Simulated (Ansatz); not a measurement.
Input and output of a relaxation of cell and atoms for Ni₃Fe (Pm-3m, 4 atoms in the cell) (Ansatz, a quantum-chemistry and plane-wave program).

Method: PBE, PAW files (plane waves; Ansatz).

```
CELL_PARAMETERS angstrom
      3.55000     0.00000     0.00000
      0.00000     3.55000     0.00000
      0.00000     0.00000     3.55000
ATOMIC_POSITIONS crystal
  Fe 0.00000 0.00000 0.00000
  Ni 0.00000 0.50000 0.50000
  Ni 0.50000 0.00000 0.50000
  Ni 0.50000 0.50000 0.00000
```
Moments meant for the start (each program seeds them in its own way; μB, in the order of the atoms Fe Ni Ni Ni): 3.0 0.5 0.5 0.5.

Reference input (self-consistent single point, DFT, PBE, plane waves, PAW files): basis.ecutwfc = 420 eV; kpoints.mp_grid.grid = 8 8 8; hamiltonian.xc = pbe; hamiltonian.pseudopotentials = {kind: paw} (the program's default PAW files); magnetization.spin_polarized = true; scf.occupations.method = fermi_dirac; scf.occupations.width = 0.1 eV. This run's input differs from it in these lines:

```diff
@@ -22,2 +22,4 @@
   occupations: { method: fermi_dirac, width: 0.1 }
+relax:
+  cell: {}
 output:
```

Output, abridged:

```
   [... SCF lines of the steps left out ...]
relax step   1: F+E_penalty+E_count = -22000.07044653 eV  Δ(F+E_penalty+E_count) = +0.000e0 eV  max|allowed force component| = 4.431e-29 eV/Å  Δτ_max = 0.0000 Å  P = -0.694 GPa  Ω = 44.739 Å³  (15 SCF iters, dr2 threshold 1.00e-7 eV, accepted)
relax step   2: F+E_penalty+E_count = -22000.07080073 eV  Δ(F+E_penalty+E_count) = -3.542e-4 eV  max|allowed force component| = 6.232e-29 eV/Å  Δτ_max = 0.0000 Å  P = -0.324 GPa  Ω = 44.651 Å³  energy of the carried Pulay correction = +7.581e-5 eV  [...]
relax step   3: F+E_penalty+E_count = -22000.07094274 eV  Δ(F+E_penalty+E_count) = -1.420e-4 eV  max|allowed force component| = 1.348e-29 eV/Å  Δτ_max = 0.0000 Å  P = +0.003 GPa  Ω = 44.575 Å³  energy of the carried Pulay correction = +1.419e-4 eV  [...]
relax step   4: F+E_penalty+E_count = -22000.07077818 eV  Δ(F+E_penalty+E_count) = +1.646e-4 eV  max|allowed force component| = 8.612e-30 eV/Å  Δτ_max = 0.0000 Å  P = +0.009 GPa  Ω = 44.575 Å³  stress off target by 8.98e-3 GPa  SCF on the basis [...]
basis re-selected at this cell: Δ(F+E_penalty+E_count) = +1.646e-4 eV, ΔP = +0.006 GPa vs the last step
the relaxation is at rest under the 48 symmetry operations that the run kept from its start: a minimum is not shown …
the relaxation's final electronic state is not compared with the one that a single-point calculation of its input finds at the relaxed geometry …
Magnetization: 4.8432 μB (37.4216 up, 32.5784 down)
   [... lines left out ...]
Absolute magnetization: 5.3370 μB (∫|ρ↑−ρ↓|, with the PAW one-centre terms)
Free energy (F): -22000.070778 eV
Fermi energy:    18.044027 eV
  cell:  # Å, volume = 44.5747 Å³
   [... lines left out ...]
    - [8.024708101613482e-36, 4.012354050806741e-36, 3.5456526838897813]
  atoms:
    - { symbol: Fe, position: [-2.8256014445564724e-37, -6.401753272160914e-38, 3.532001804876445e-38] }
    - { symbol: Ni, position: [2.8256014457642856e-37, 0.5, 0.5] }
    - { symbol: Ni, position: [0.5, 4.1942521433904465e-38, 0.5] }
    - { symbol: Ni, position: [0.5, 0.5, 5.298002709987354e-38] }
```

The run converged. 

Summary of the result:
* **Free energy E − TS (on the zero of these files)**: -22000.0708 eV
* **Fermi level (on the code's own zero)**: 18.04 eV
* **Pressure**: 0.01 GPa
* **Size of the cell's spin moment**: 4.84 μB
* **Final cell**: a = b = c = 3.5457 Å, α = β = γ = 90.00°
* **Final volume per atom**: 11.14 Å³
* **Relaxation steps**: 4

The starting cell has typed, rounded lattice constants, without a prior relaxation at this level. The magnetic order is the one reached from the typed start; others were not searched systematically. The relaxation keeps the symmetry of its start, so its end need not be a minimum. Ansatz's pressure includes its estimate of the finite-basis (Pulay) stress.

Cost on one core of a shared machine: roughly 50 s.

Keys are those of Ansatz 0.2.
